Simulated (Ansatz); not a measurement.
Fermi-surface data of NiSi₂ (Fm-3m)

Here is the system:

```yaml
crystal:
  lattice:
    - [0.00000, 2.69539, 2.69539]
    - [2.69539, 0.00000, 2.69539]
    - [2.69539, 2.69539, 0.00000]
  atoms:
    - { symbol: Si, position: [0.25000, 0.25000, 0.25000] }
    - { symbol: Si, position: [0.75000, 0.75000, 0.75000] }
    - { symbol: Ni, position: [0.00000, 0.00000, 0.00000] }
```

Computed with r2SCAN, rigid bands (plane waves, PAW, scalar-relativistic; Ansatz, a first-principles code). Condition of this run: functional r2SCAN on the same cell. Geometry: cell and atoms relaxed with PBEsol.

| Quantity | Result |
|---|---|
| density of states at the Fermi level | 0.814 states/(eV·cell), both spins |
| bare Sommerfeld coefficient | 0.64 mJ/(mol of atoms·K²) |
| Drude plasma energy | 5.4 eV |
| root-mean-square Fermi velocity | 7.3e5 m/s |
| resistivity times τ | 17.0 ×10⁻²² Ω·m·s |

A metal at this level (no band gap); rigid bands, thermally averaged at 300 K, both spins. Spin-orbit coupling is left out. τ is one relaxation time for all states.

Treated as nonmagnetic (a ferromagnetic start lost its moment, other orders weren't tried): NiSi2 (Fm-3m).
